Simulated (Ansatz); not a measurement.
The parent structure is MgS in the rock salt structure (space group Fm-3m, No. 225; a = 5.1820 Å).

Modification: every S is replaced by O; the structure is relaxed again.

Calculations: PBEsol in Ansatz (plane waves to 420 eV, PAW, scalar-relativistic without spin-orbit coupling).

Base, band edges from the VBM (valence, conduction): X -1.73, 2.73; W -2.43, 5.25; L -0.61, 4.41; Γ 0.00, 3.69; K -1.40, 3.83; U -1.40, 3.83 eV.

Problem. Give the band edges at the high-symmetry points of the new zone, measured from its valence-band maximum.

Solution. 
```tsv
point	valence edge (eV)	conduction edge (eV)
Γ	0.00	4.62
X	-1.35	8.95
U	-1.15	9.94
K	-1.15	9.94
L	-0.66	7.74
W	-1.79	11.50
```

The gap is 4.62 eV, direct at Γ.

Stability against distortions was not tested.

Ansatz is a first-principles code.
